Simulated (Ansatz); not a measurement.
Point defect N interstitial in fcc Al

The numbers are results of PBE, PAW (plane waves to 420 eV; Ansatz, a program for electronic structure), not measurements. Details: 108-site cell; 4×4×4 shifted k-points; start: void with 4Al nearest; finite-size errors of tenths of an eV; the relaxation kept the symmetry of the starting site.

Neighbours after relaxation, in Å: of the N atom: Al 1.88, Al 1.88, Al 1.88, Al 1.88.

Formation energies E_f are those of the neutral cell. Chemical conditions: impurity bounded by its compound with the host (Δμ(N) = -2.74 eV, bounded by wurtzite AlN; only phases computed here count, gases as isolated molecules at 0 K). Reference phases: N: N2 molecule in a box.

The name describes the start; the neighbours show where the added atom ended.

| charge | moment (μB) | point group | largest move off a lattice site (Å) | E_f, impurity bounded by its compound with the host (eV) |
|---|---|---|---|---|
| 0 | not spin-polarised | Td | 0.12 | 1.91 |

Point groups are those of the whole cell at tolerances of 0.03 and 0.1 Å ("near" where only the looser one holds); none is given for unsettled states.

No other site or start that was run ended lower by more than 0.1 eV.
